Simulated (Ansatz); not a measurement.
A slab with vacuum along the third vector:

```xyz
6
Lattice="3.8679 0.0000 0.0000 -1.9339 3.3497 0.0000 0.0000 0.0000 23.5000" Properties=species:S:1:pos:R:3 pbc="T T T"
Si     0.0000     0.0000     8.2530
Si     0.0000     2.2331     8.9377
Si     0.0000     2.2331    11.3692
Si     1.9339     1.1166    12.1308
Si     1.9339     1.1166    14.5623
Si     0.0000     0.0000    15.2471
```

Model: 6-atom slab, 7.1 Å thick at the start (thin: gaps and levels are the slab's own), 8x8x1 mesh, Fermi-Dirac 0.025 eV, dipole correction, all atoms relaxed; start symmetry kept, larger cells not searched; no spin (no spin-polarised run to compare, though such a face may carry moments), no spin-orbit, no U. Its gap by band count is narrow, 0.13 eV on this mesh, and the smearing reaches across it.

### Question
Give the surface energy (mean of both faces) at the level PBE (Ansatz, a quantum-chemistry and plane-wave program).

### Answer
92 meV/Å²

### Question
Predict the ionisation potential (bulk valence edge below the top vacuum level) from PBE.

### Answer
4.80 eV
